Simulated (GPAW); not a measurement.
A short convergence ladder for Li (Im-3m, 1 atom in the cell)

```
CELL_PARAMETERS angstrom
     -1.75023     1.75023     1.75023
      1.75023    -1.75023     1.75023
      1.75023     1.75023    -1.75023
ATOMIC_POSITIONS crystal
  Li 0.00000 0.00000 0.00000
```

Base method: PBEsol, GPAW PAW datasets PBEsol (made by gpaw-setup) (plane waves; GPAW).

Base settings: mode = pw; ecut = 550 eV; xc = PBEsol; kpts = 13 13 13; mesh shift (steps) = 0 0 0; occupations.name = methfessel-paxton; occupations.width = 0.1 eV; occupations.order = 0; nbands = -5; convergence.forces = 0.001 eV/Å.

The count of work is k-points × plane waves × bands × iterations; it is no time. 

**The size of a vacancy's supercell**

On Li (Im-3m, 2 atoms in the cell), and larger cells.

Steps: 2 x 1 x 1 supercell, one Li atom taken out, nothing relaxed; 2 x 2 x 1 supercell, one Li atom taken out, nothing relaxed; and so on, with the mesh thinned in proportion.

Only quantities that move along the ladder and can be compared are tabulated.

```tsv
atoms	unrelaxed vacancy energy (eV)	count of work / last
2	0.495	0.33
4	0.580	0.54
8	0.631	0.20
12	0.662	1.5
27	0.635	1.0
```

Smallest size that holds the unrelaxed vacancy energy within 0.1 eV of the last step, with all finer ones: 4; the step before is off by 0.14 eV.

On the base run: the starting cell has typed, rounded lattice constants, without a prior relaxation at this level. Its lattice was rescaled by up to half a per cent.
